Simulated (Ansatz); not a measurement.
Output of an Ansatz run (abridged):

```
WARN ansatz: RAYON_NUM_THREADS=1 ignored (pool sized by the plan → 1); use --threads N
Pseudopotentials: kind: paw
Pseudopotential: Sn, paw, valence charge 14
Pseudopotential: O, paw, valence charge 6
Crystal: 4 atoms, lattice volume = 68.846 Å³
Basis set: ecut = 420 eV, 1329 PW (Γ), exchange–correlation on 54×54×72 points (8 copies of the dense FFT grid, shifted against one another)
Bands: 24, of which v1, the nominal top of the filled ones, is band 20 counted from 1 (19 counted from 0)
Symmetry: 16 space group operations
Space group: P4/nmm (ITA 129), of the structure as read, at distance tolerance 4.1e-5 Å
k-points: 30 of 245
PAW frozen core: Sn, regenerated for the run's functional, and the local potential with it
PAW frozen core: O, regenerated for the run's functional, and the local potential with it
Initial density: superposition of atomic densities (neutral atoms: chi_scale 0, normalization atom), corrected by the library's trained network
Initial wavefunctions: pseudopotential atomic-orbital guess
Eigensolver: davidson
Functional: x = pbesol(κ = 0.804, μ = 0.12345679012345678), c = pbesol(β = 0.046)
SCF iter   1: F=—  HF=-13021.436168 eV  |F-HF|=—  |Δ(HF+E_count)|=         —  Δρ=1.34e-2  dr2=1.01e-1  ethr=1.77e-3  ⟨swp⟩=6.2  Hψ=3328  notcnv=0
all-band conjugate gradients solve this SCF's bands
preconditioner: auto → Resta (q_TF=auto, 2.492 Å⁻¹)
SCF iter   2: F=—  HF=-13021.414100 eV  |F-HF|=—  |Δ(HF+E_count)|=   2.21e-2  Δρ=4.21e-3  dr2=1.17e-2  ethr=2.52e-4  ⟨swp⟩=2.0  Hψ=1344  notcnv=0
SCF iter   3: F=—  HF=-13021.411628 eV  |F-HF|=—  |Δ(HF+E_count)|=   2.47e-3  Δρ=1.09e-3  dr2=8.84e-4  ethr=2.92e-5  ⟨swp⟩=2.0  Hψ=1051  notcnv=0
SCF iter   4: F=—  HF=-13021.411542 eV  |F-HF|=—  |Δ(HF+E_count)|=   8.54e-5  Δρ=2.53e-4  dr2=4.87e-5  ethr=2.21e-6  ⟨swp⟩=2.1  Hψ=1411  notcnv=0
SCF iter   5: F=—  HF=-13021.411556 eV  |F-HF|=—  |Δ(HF+E_count)|=   1.34e-5  Δρ=5.36e-5  dr2=3.01e-6  ethr=1.22e-7  ⟨swp⟩=2.3  Hψ=1049  notcnv=0
SCF iter   6: F=—  HF=-13021.411557 eV  |F-HF|=—  |Δ(HF+E_count)|=   1.64e-6  Δρ=1.54e-5  dr2=1.55e-7  ethr=7.53e-9  ⟨swp⟩=2.2  Hψ=1016  notcnv=0
SCF iter   7: F=-13021.411557 eV  HF=-13021.411557 eV  |F-HF|=1.15e-8  |Δ(HF+E_count)|=   1.26e-7  Δρ=5.02e-6  dr2=1.68e-8  ethr=2.50e-10  ⟨swp⟩=5.9  Hψ=3059  notcnv=0
SCF 1 converged in 7 iterations: F = -13021.411557 eV  dr2 = 1.68e-8
SCF converged after 7 iterations
Free energy (F): -13021.411557 eV
Harris-Foulkes:  -13021.411557 eV  (|F-HF|=1.15e-8)
Internal energy: -13021.411504 eV  (E = F + TS)
E sigma→0 (E₀):  -13021.411531 eV
Entropy (-TS):   -0.000053 eV (-0.013 meV/atom)
Fermi energy:    10.240349 eV
--- Per-component energies (eV) ---
  E_band       = -180.282260
  E_kinetic    = 724.912992
  E_local      = -2643.079452  (includes V_loc(G=0)·N_el)
  E_nonlocal   = 36.482314
  E_hartree    = 1432.023038
  E_xc         = -904.670677
  E_vxc        = -381.386525  (∫ρ·V_xc dr)
  E_paw        = -8435.409000  (= ΣΔE_a)
  E_vpaw       = -781.266808  (= ΣTr[D̂ρ^β])
  E_aug_tail   = 0.004842  (compensation charges beyond the density's cutoff)
  E_ewald      = -3232.315816
  E_core_change = 0.640255  (= ΣΔE_core)
  E_smearing   = -0.000053  (= −TS)
  E_closure    = -0.000000  (closes the sum)
  Σ components = -13021.411557   (vs F -13021.411557, Δ=0.00e0)
--- Forces (eV/Å), atoms counted from 1 ---
  atom   1  Sn     0.00000000     0.00000000    -0.30170270
  atom   2  Sn     0.00000000     0.00000000     0.30170270
  atom   3  O      0.00000000     0.00000000     0.00000000
  atom   4  O      0.00000000     0.00000000    -0.00000000
  max |Σ_I F_I| component: 0.00e0 eV/Å
--- Stress (GPa, compression-positive) ---
        1.990186       0.000000       0.000000
        0.000000       1.990186       0.000000
        0.000000       0.000000       1.070646
  P = ⅓ Tr σ = 1.6837 GPa (16.837 kbar)
  The stress holds the Pulay correction. Without it, at fixed plane waves, as pw.x and ABINIT print it: P = 1.1719 GPa
--- Band table (eV; the first three rows and the last of 30) ---
  k-point 0: bands = ["-11.9017", "-11.4175", "-11.4156", "-11.4156", "-11.3642", "-11.3534", "-11.3037", "-11.3016", "-11.2757", "-11.2757", "-10.2581", "-7.4114", "2.2751", "3.3229", "3.6493", "3.6493", "6.5278", "6.8465", "6.8465", "10.1571", [...]
  k-point 1: bands = ["-11.8955", "-11.4238", "-11.4062", "-11.4062", "-11.3594", "-11.3487", "-11.3085", "-11.3066", "-11.2864", "-11.2864", "-10.2436", "-7.4117", "1.4496", "3.6892", "3.6892", "4.5637", "6.5034", "6.8415", "6.8415", "9.7779", [...]
  k-point 2: bands = ["-11.8852", "-11.4344", "-11.3856", "-11.3856", "-11.3488", "-11.3359", "-11.3196", "-11.3191", "-11.3090", "-11.3090", "-10.2201", "-7.4122", "0.8081", "3.7558", "3.7558", "6.3887", "6.4645", "6.8312", "6.8312", "8.4209", [...]
  k-point 29: bands = ["-11.8228", "-11.8076", "-11.3809", "-11.3755", "-11.3527", "-11.3501", "-11.3053", "-11.3050", "-11.2716", "-11.2699", "-8.4524", "-8.3079", "0.9478", "1.1003", "4.1306", "4.4495", "7.2702", "7.4989", "7.5088", "7.6056", [...]
```

The structure:

```
CELL_PARAMETERS angstrom
      3.78100     0.00000     0.00000
      0.00000     3.78100     0.00000
      0.00000     0.00000     4.81580
ATOMIC_POSITIONS crystal
  Sn 0.50000 0.00000 0.76200
  Sn 0.00000 0.50000 0.23800
  O  0.50000 0.50000 0.00000
  O  0.00000 0.00000 0.00000
```

Write an input that gives this output.

Other spellings and defaults could give the same log, and not every line can be read from it. The input that was run (DFT, PBEsol, plane waves, default PAW files made with PBE):

Ansatz 0.2 input:
```yaml
crystal:
  lattice:
    - [3.781000, 0.000000, 0.000000]
    - [0.000000, 3.781000, 0.000000]
    - [0.000000, 0.000000, 4.815800]
  atoms:
    - { symbol: Sn, position: [0.500000, 0.000000, 0.762000] }
    - { symbol: Sn, position: [0.000000, 0.500000, 0.238000] }
    - { symbol: O, position: [0.500000, 0.500000, 0.000000] }
    - { symbol: O, position: [0.000000, 0.000000, 0.000000] }
basis:
  ecutwfc: 420.0
kpoints:
  mp_grid: { grid: [7, 7, 5] }
hamiltonian:
  xc: pbesol
  pseudopotentials: { kind: paw }
scf:
  occupations: { method: fermi_dirac, width: 0.02 }
output:
  forces: true
  eigenvalues: true
  stress: true
```

The starting cell has typed, rounded lattice constants, without a prior relaxation at this level. Its lattice was rescaled by up to half a per cent. Ansatz's pressure includes its estimate of the finite-basis (Pulay) stress. Without the estimate this run gives 1.17 GPa.

Ansatz is a quantum-chemistry and plane-wave program.
